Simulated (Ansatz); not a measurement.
Start from SiC (space group P6_3mc, No. 186; a = 3.058 Å, c = 10.012 Å).

Calculations: Ansatz (a program for electronic structure) LDA, no SOC.

Strains are applied to the cell and any free atomic positions relax.

One change was made to it. Results:

The energy increases by 64 meV/atom; the smallest direct gap goes up by 0.034 eV (3.31 eV → 3.35 eV); the pressure (mean of the normal stresses, compression positive) goes from zero to 25.05 GPa.

**Question.** What was done to the base?
(A) isotropic strain −2.25 %
(B) isotropic strain −1.50 %
(C) isotropic strain −3.00 %

**Answer.** C, isotropic strain −3.00 %. For comparison, the energy relative to the base in the other runs: isotropic strain −1.50 % gives +15 meV/atom; isotropic strain −2.25 % gives +35 meV/atom.

Stability against distortions was not tested.
